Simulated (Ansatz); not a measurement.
Consider WC (space group P-6m2, No. 187; a = 2.913 Å, c = 2.836 Å; relaxed with 0.1 eV smearing). Axes: x lies along a and z along c of the hexagonal cell.

Level of theory: Kohn–Sham DFT with the r2SCAN functional, run in Ansatz (a program for electronic structure) with PAW and 500 eV plane waves, scalar-relativistic without spin-orbit coupling, earlier PAW set.

It is then changed as follows: biaxial strain −1.94 %, plane normal [001], relaxed out of plane (Cartesian); in-plane vectors clamped, the third vector and the atoms free.

Estimate the effect on the out-of-plane strain and in-plane stress.

The out-of-plane strain comes out as +0.71 %; the mean in-plane stress (compression positive) comes out as +19.3 GPa.

Stability against distortions was not tested. The final runs are not spin-polarised.
